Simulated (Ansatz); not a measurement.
## Os with two functionals

Start from Os in the hcp (Mg type) structure (space group P6_3/mmc, No. 194; a = 2.755 Å, c = 4.344 Å).

(Cell as relaxed with PBE.)

Levels (all Ansatz, a quantum-chemistry and plane-wave program, PAW): PBE (420 eV, no spin-orbit coupling); r2SCAN (500 eV, no spin-orbit coupling).

Each level relaxes its own structure.

```csv
quantity,PBE,r2SCAN
volume per atom,14.28 Å³,___
lattice parameter a,2.755 Å,___
lattice parameter c,4.344 Å,___
band gap,zero,___
```

What does r2SCAN give?


- volume per atom, r2SCAN: 14.01 Å³
- lattice parameter a, r2SCAN: 2.738 Å
- lattice parameter c, r2SCAN: 4.316 Å
- band gap, r2SCAN: zero

PBE's volume per atom lies 0.263 Å³ above r2SCAN's (1.9 %); PBE's lattice parameter a lies 0.017 Å above r2SCAN's (0.6 %); PBE's lattice parameter c lies 0.028 Å above r2SCAN's (0.7 %); the two agree on the band gap. Neither level is exact; r2SCAN is the comparison here, not a measurement.

No phonon test of stability was made. The final runs are not spin-polarised.
